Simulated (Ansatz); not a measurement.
Take Cs in the bcc (W type) structure (space group Im-3m, No. 229; a = 6.0102 Å) as the base.

The values are results of Kohn–Sham DFT with the PBEsol functional, run in Ansatz (an electronic-structure program) with PAW and 420 eV plane waves, scalar-relativistic without spin-orbit coupling, earlier PAW set, not measurements.

One change was made to it. Results:

```tsv
quantity	base	after
density	2.03 g/cm³	2.85 g/cm³
band gap	zero	zero
```

Which change produced these results?
A) Cs → Sr
B) Cs → Ba
C) Cs → Ca

A, Cs → Sr. For comparison, the density in the other runs: Cs → Ca gives 1.65 g/cm³; Cs → Ba gives 3.92 g/cm³.

Stability against distortions was not tested. The final runs are not spin-polarised. This is not the structure that Sr has at room temperature and ambient pressure. This is not the structure that Ca has at room temperature and ambient pressure.
